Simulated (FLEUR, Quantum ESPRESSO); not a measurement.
A FLEUR input for a self-consistent single point of MgS (Fm-3m, 2 atoms in the cell) (DFT, PBE, all-electron FLAPW (FLEUR), scalar-relativistic valence):

Input of the input generator:

```
MgS FLAPW
&input film=f /
0.0000000000 4.9496557033 4.9496557033
4.9496557033 -0.0000000000 4.9496557033
4.9496557033 4.9496557033 0.0000000000
1.0
1.0 1.0 1.0

2
12 0.0000000000 0.0000000000 0.0000000000
16 0.5000000000 0.5000000000 0.5000000000

&comp jspins=1 /
&kpt div1=7 div2=7 div3=7 /
&end /
```

```xml
<?xml version="1.0" encoding="UTF-8" standalone="no"?>
<fleurInput fleurInputVersion="0.39">
   <comment>
      MgS FLAPW                                                                                           
   </comment>
   <calculationSetup>
      <cutoffs Kmax="4.3" Gmax="12.9" GmaxXC="12.9" numbands="0"/>
      <scfLoop itmax="100" minDistance="0.00001" maxIterBroyd="15" imix="Anderson" alpha="0.05" precondParam="0.0" spinf="2.0"/>
      <coreElectrons ctail="T" frcor="F" kcrel="0" coretail_lmax="0"/>
      <xcFunctional name="pbe" relativisticCorrections="F"/>
      <magnetism jspins="1"/>
      <soc l_soc="F" theta="0.0" phi="0.0" spav="F"/>
      <expertModes spex="0" secvar="F"/>
      <geometryOptimization l_f="T" forcealpha="1.0" forcemix="BFGS" epsdisp="0.00001" epsforce="0.00001"/>
      <ldaU l_linMix="F" mixParam="0.05" spinf="1.0"/>
   </calculationSetup>
   <cell>
      <bzIntegration valenceElectrons="16.0" mode="hist" fermiSmearingEnergy="0.00073499">
         <kPointListSelection listName="default-1"/>
         <!-- k-points included here -->
         <xi:include xmlns:xi="http://www.w3.org/2001/XInclude" href="kpts.xml"> </xi:include>
      </bzIntegration>
      <!-- symmetry operations included here -->
      <xi:include xmlns:xi="http://www.w3.org/2001/XInclude" href="sym.xml"> </xi:include>
      <bulkLattice scale="1.0">
         <bravaisMatrix>
            <row-1>    0.0000000000000000     4.9496557033000004     4.9496557033000004</row-1>
            <row-2>    4.9496557033000004     0.0000000000000000     4.9496557033000004</row-2>
            <row-3>    4.9496557033000004     4.9496557033000004     0.0000000000000000</row-3>
         </bravaisMatrix>
      </bulkLattice>
   </cell>
   <atomSpecies>
      <species name="Magnesium (Mg)" element="Mg" atomicNumber="12">
         <mtSphere radius="2.31" gridPoints="797" logIncrement="0.014"/>
         <atomicCutoffs lmax="10" lnonsphr="8"/>
         <electronConfig flipSpins="F">
            <coreConfig>(1s1/2)</coreConfig>
            <valenceConfig>(2s1/2) (2p1/2) (2p3/2) (3s1/2)</valenceConfig>
         </electronConfig>
         <energyParameters s="3" p="3" d="3" f="4"/>
         <lo type="SCLO" l="0" n="2" eDeriv="0"/>
         <lo type="SCLO" l="1" n="2" eDeriv="0"/>
      </species>
      <species name="Sulfur (S)" element="S" atomicNumber="16">
         <mtSphere radius="2.31" gridPoints="797" logIncrement="0.015"/>
         <atomicCutoffs lmax="10" lnonsphr="8"/>
         <electronConfig flipSpins="F">
            <coreConfig>(1s1/2) (2s1/2) (2p1/2) (2p3/2)</coreConfig>
            <valenceConfig>(3s1/2) (3p1/2) (3p3/2)</valenceConfig>
            <stateOccupation state="(3p1/2)" spinUp="0.6666666666667" spinDown="0.6666666666667"/>
            <stateOccupation state="(3p3/2)" spinUp="1.3333333333333" spinDown="1.3333333333333"/>
         </electronConfig>
         <energyParameters s="3" p="3" d="3" f="4"/>
      </species>
   </atomSpecies>
   <atomGroups>
      <atomGroup species="Magnesium (Mg)">
         <relPos label="                   1">.0000000000 .0000000000 .0000000000</relPos>
         <force calculate="T" relaxXYZ="TTT"/>
      </atomGroup>
      <atomGroup species="Sulfur (S)">
         <relPos label="                   2">1.000/2.000 1.000/2.000 1.000/2.000</relPos>
         <force calculate="T" relaxXYZ="TTT"/>
      </atomGroup>
   </atomGroups>
   <output dos="F" band="F" slice="F">
      <checks vchk="F" cdinf="F"/>
      <bandDOS minEnergy="-.5*Htr" maxEnergy="0.5*Htr" sigma="0.015" storeEVData="T"/>
      <vacuumDOS vacdos="F" integ="F" star="F" nstars="0" locx1="0.0" locy1="0.0" locx2="0.0" locy2="0.0" nstm="0" tworkf="0.0"/>
      <unfoldingBand unfoldBand="F" supercellX="1" supercellY="1" supercellZ="1"/>
      <plotting iplot="0" polar="F">
         <plot TwoD="T" vec1="  1.0  0.0  0.0" vec2="  0.0  1.0  0.0" vec3="  0.0  0.0  1.0" zero="  0.0  0.0  0.0" file="plot"/>
      </plotting>
      <chargeDensitySlicing numkpt="0" minEigenval="0.0" maxEigenval="0.0" nnne="0" pallst="F"/>
      <specialOutput eonly="F"/>
      <magneticCircularDichroism mcd="F" energyLo="-10.0" energyUp="0.0"/>
   </output>
  <!-- We include the file relax.xml here to enable relaxations (see documentation) -->
  <xi:include xmlns:xi="http://www.w3.org/2001/XInclude" href="relax.xml"> <xi:fallback/> </xi:include>
</fleurInput>
```

Question: Write the same calculation as an input for Quantum ESPRESSO.

Answer: This is the input that was run; spellings and numerical settings could be chosen otherwise.

```fortran
&CONTROL
   calculation = 'scf',
   prefix = 'pwscf',
   outdir = './tmp',
   pseudo_dir = './',
   tprnfor = .true.,
   tstress = .true.,
/
&SYSTEM
   ibrav = 2,
   A = 5.23849000,
   nat = 2,
   ntyp = 2,
   ecutwfc = 40,
   ecutrho = 320,
   occupations = 'smearing',
   smearing = 'fd',
   degauss = 0.00147,
/
&ELECTRONS
   conv_thr = 1.0d-10,
   mixing_beta = 0.7,
/
ATOMIC_SPECIES
Mg    24.3050  Mg.pbe-n-kjpaw_psl.0.3.0.UPF
S     32.0600  s_pbe_v1.4.uspp.F.UPF
ATOMIC_POSITIONS {angstrom}
Mg    0.00000000    0.00000000    0.00000000
S    -2.61924500    2.61924500    2.61924500
K_POINTS {automatic}
7 7 7  0 0 0
```

Basis settings and potentials, where a program has them, do not carry over. This input uses DFT, PBE, plane waves, SSSP 1.1.2 efficiency (PBE) pseudopotentials. Both were run: gap on the mesh 2.962 eV in FLEUR and 2.937 in Quantum ESPRESSO.

On Quantum ESPRESSO: the starting cell comes from a database of computed structures (which also holds hypothetical and non-ambient phases and stackings), without a prior relaxation at this level. Its lattice was rescaled by a random factor within 2.5 % of one.

On FLEUR: the starting cell comes from a database of computed structures (which also holds hypothetical and non-ambient phases and stackings), without a prior relaxation at this level. Its lattice was rescaled by a random factor within 2.5 % of one. Values depend on the basis (sphere radii, cutoffs, local orbitals), which need not be converged.
